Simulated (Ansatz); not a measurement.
Consider ZnS in the zinc blende structure (space group F-43m, No. 216; a = 5.3567 Å).

Level of theory: PBEsol (Ansatz, an electronic-structure program), scalar-relativistic without spin-orbit coupling.

Carriers are added at fixed cell with a uniform background; the Fermi–Dirac width is that of 300 K.

One change was made to it. Results:

```csv
quantity,base,after
Fermi level relative to the doped band's edge (positive inside the band; to 0.05 eV),–,+1.60 eV
gap character,direct at Γ,direct at Γ
```

### Question
Which change produced these results?
A. holes 7.0×10^21 cm⁻³
B. electrons 1.5×10^21 cm⁻³
C. holes 5.0×10^21 cm⁻³
D. electrons 7.0×10^20 cm⁻³
E. electrons 7.0×10^21 cm⁻³

### Answer
E, electrons 7.0×10^21 cm⁻³. For comparison, the Fermi level from band edge in the other runs: electrons 1.5×10^21 cm⁻³ gives +1.20 eV; electrons 7.0×10^20 cm⁻³ gives +1.00 eV; holes 5.0×10^21 cm⁻³ gives +0.45 eV; holes 7.0×10^21 cm⁻³ gives +0.55 eV.

Carriers are added with a uniform compensating background; total energy and stress of such cells depend on the potential's zero and are not compared; many-body gap narrowing is missing at this level. Whether these cells are dynamically stable was not tested.
